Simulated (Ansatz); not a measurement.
**Hf: response to strain**

Start from Hf in the hcp (Mg type) structure (space group P6_3/mmc, No. 194; a = 3.198 Å, c = 5.049 Å; relaxed with 0.1 eV smearing). Axes: x lies along a and z along c of the hexagonal cell.

Strains are applied to the cell and any free atomic positions relax; under biaxial strain the out-of-plane vector relaxes too.

Method: r2SCAN (Ansatz, a quantum-chemistry and plane-wave program), no spin-orbit coupling.

```json
[
 {"biaxial strain, plane normal [001], relaxed out of plane (%)": "-3", "out-of-plane strain (%)": "2.01"},
 {"biaxial strain, plane normal [001], relaxed out of plane (%)": "-2.5", "out-of-plane strain (%)": "1.66"},
 {"biaxial strain, plane normal [001], relaxed out of plane (%)": "-2", "out-of-plane strain (%)": "1.31"},
 {"biaxial strain, plane normal [001], relaxed out of plane (%)": "-1.5", "out-of-plane strain (%)": "0.98"},
 {"biaxial strain, plane normal [001], relaxed out of plane (%)": "-1", "out-of-plane strain (%)": "0.65"},
 {"biaxial strain, plane normal [001], relaxed out of plane (%)": "-0.5", "out-of-plane strain (%)": "?"},
 {"biaxial strain, plane normal [001], relaxed out of plane (%)": "0", "out-of-plane strain (%)": "0.00"}
]
```

**Question.** Fit ε⊥ = −νε + γε² (strains in %) to the rows shown and predict the withheld row.

**Answer.** Least squares on the printed values gives ν = 0.63 (the biaxial Poisson response) and γ = 0.012 (largest residual 0.01 %); this predicts 0.32 %, and the run gives 0.32 %, in agreement.

Whether these cells are dynamically stable was not tested. The final runs are not spin-polarised.
